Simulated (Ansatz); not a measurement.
Defect migration in fcc Ag: Zr-vacancy pair (Zr on one host Ag site, one Ag site vacant), neutral cell. All values below come from PBE, PAW (plane waves to 420 eV; Ansatz, an electronic-structure program).

32-site cell at the relaxed PBE lattice, a 2×2×2 k-point mesh shifted by half a step, smearing 0.10 eV, spin-restricted, no finite-size correction. Static, classical nuclei. Forms of the defect that were not tried may lie lower.

Barriers: single points on a 4×4×4 k-point mesh shifted by half a step at the bands' geometries (they differ from the bands' own by up to 0.35 eV, and are uncertain by about as much).

The step: Zr and the vacancy change places (Zr-vacancy distance between ideal sites 2.93 Å throughout). Atoms about the jump, Cartesian Å from the middle of the jump, before and after:

```csv
atom,x0,y0,z0,x1,y1,z1
Zr1,0.00,-0.99,-0.99,0.00,0.99,0.99
Ag2,-2.08,1.05,-1.02,-2.08,1.02,-1.05
Ag3,-2.08,-1.01,1.04,-2.08,-1.04,1.01
Ag4,2.08,-1.01,1.04,2.08,-1.04,1.01
Ag5,2.08,1.05,-1.02,2.08,1.02,-1.05
Ag6,0.00,1.04,-3.11,0.00,0.99,-3.06
Ag7,0.00,3.06,-0.99,0.00,3.11,-1.04
Ag8,0.00,-3.11,1.04,0.00,-3.05,0.99
Ag9,0.00,-0.99,3.05,0.00,-1.04,3.11
```

Q: Where do these atoms stand at the saddle point, and how high is it?

A: 
```tsv
atom	x	y	z
Zr1	0.00	0.00	-0.01
Ag2	-2.30	1.10	-1.12
Ag3	-2.30	-1.11	1.10
Ag4	2.30	-1.11	1.10
Ag5	2.30	1.10	-1.12
Ag6	0.00	0.99	-3.02
Ag7	0.00	3.01	-1.01
Ag8	0.00	-3.02	0.99
Ag9	0.00	-1.00	3.00
```
It lies 0.64 eV above the start and 0.64 eV above the end. The saddle point's order was not checked, and it lies on a symmetry element of the cell, where a band can be held.
